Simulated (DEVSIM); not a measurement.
System: Cr/La2O3/p-Si capacitor, at 300 K.

| layer (left to right) | material | thickness (nm) | Na (cm⁻³) |
|---|---|---|---|
| 1 | La2O3 | 4.90 | - |
| 2 | Si | 5200 | 1.2e16 |

Metal gate on the left, work function 4.5 eV. Fixed charge at the semiconductor interface 2.1e10 cm⁻² (in units of +e); interface traps 1.1e10 cm⁻² eV⁻¹, uniform in energy, neutral level at 0.3 of the gap above the valence band.

The device is made up for the run: typed textbook-type constants, with dimensions and the other settings drawn at random. Values at 300 K.

| parameter | La2O3 | Si |
|---|---|---|
| gap (eV) | 5.8 | 1.124 |
| affinity (eV) | 1.8 | 4.05 |
| permittivity | 27 | 11.7 |
| Nc (cm⁻³) | - | 2.86e19 |
| Nv (cm⁻³) | - | 3.1e19 |

DEVSIM, 1D Poisson equation in equilibrium, Boltzmann statistics, complete ionisation; no quantum confinement or tunnelling. Metal contacts follow the ideal Schottky-Mott rule: no Fermi-level pinning, no interface dipoles.

Base results: minimum of the low-frequency capacitance (μF/cm²) 0.0445; flat-band voltage (V) -0.47; capacitance of the dielectric stack (μF/cm²) 4.88; threshold voltage (band bending 2φF) (V) 0.26.

### Question
What follows from this one change: gate work function 4.5 → 4.65 eV?

### Answer
minimum of the low-frequency capacitance 0.0445 → 0.0432 μF/cm²; flat-band voltage -0.47 → -0.32 V; capacitance of the dielectric stack little changed (4.88 μF/cm²); threshold voltage (band bending 2φF) 0.26 → 0.41 V.

### Question
What follows from this one change: interface trap density 1.1e+10 → 3e+11 cm^-2 eV^-1?

### Answer
minimum of the low-frequency capacitance 0.0445 → 0.0895 μF/cm²; flat-band voltage little changed (-0.47 V); capacitance of the dielectric stack little changed (4.88 μF/cm²); threshold voltage (band bending 2φF) little changed (0.27 V).

### Question
What follows from this one change: substrate doping 1.2e+16 → 2.4e+16 cm^-3?

### Answer
minimum of the low-frequency capacitance 0.0445 → 0.0589 μF/cm²; flat-band voltage -0.47 → -0.49 V; capacitance of the dielectric stack little changed (4.88 μF/cm²); threshold voltage (band bending 2φF) 0.26 → 0.28 V.

### Question
What follows from this one change: La2O3 thickness 0.0049 → 0.0034 μm?

### Answer
minimum of the low-frequency capacitance little changed (0.0445 μF/cm²); flat-band voltage little changed (-0.47 V); capacitance of the dielectric stack 4.88 → 7.03 μF/cm²; threshold voltage (band bending 2φF) little changed (0.26 V).
